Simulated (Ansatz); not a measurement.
Cost and result by functional for the adsorption energy of SiH3 on the 1x1 (0001) surface of corundum (cut with top plane Al), one in a 1x1 cell, started at the site 'top O', in Ansatz (plane waves, PAW). Single points on the PBE structure, on one kind of machine; costs are rough ratios of the slab run's core time (references not counted) to the cheapest single point. r2SCAN's cost holds its higher cutoff (500 against 420 eV). Differences are taken against r2SCAN for comparison alone: no measured value is at hand, so the table doesn't rank accuracy. The points keep PBE's geometry, so the relaxation of a polaron and the settling of charge on one site are left out.

Host crystal: corundum, with a band gap (PBE, scalar-relativistic without spin-orbit coupling).

Slab: 24 atoms, 6.7 Å thick at the start under the adsorbate (thin: gaps and levels are the slab's own); k 6x6x1, smearing 0.01 eV, dipole-corrected; 9 atoms held, the rest relaxed; no symmetry held; spin-polarised, ending with about 1.0 μB a cell; orders that need a larger cell were not tried, no spin-orbit, no U, no dispersion correction. At the end it is bonded to Al. In PBE it is, or lies within 0.03 eV of, the lowest of the starts that converged. These notes are the PBE run's. r2SCAN: The program's check for a lower electronic state was not made. Adsorption energies are against SiH4(g) − ½ H2(g). A negative adsorption energy means that the adsorbate is more stable on the surface than in its reference.

```csv
functional,relative cost,adsorption energy (eV),less r2SCAN (eV)
RPBE,1,1.42,0.25
r2SCAN,2,1.17,0.00
PBE (the relaxed run's value),–,1.28,0.11
```

The values span 0.25 eV, while the single points' costs differ by a factor of roughly 2. Differences are of unrounded values.

Ansatz is a first-principles code.
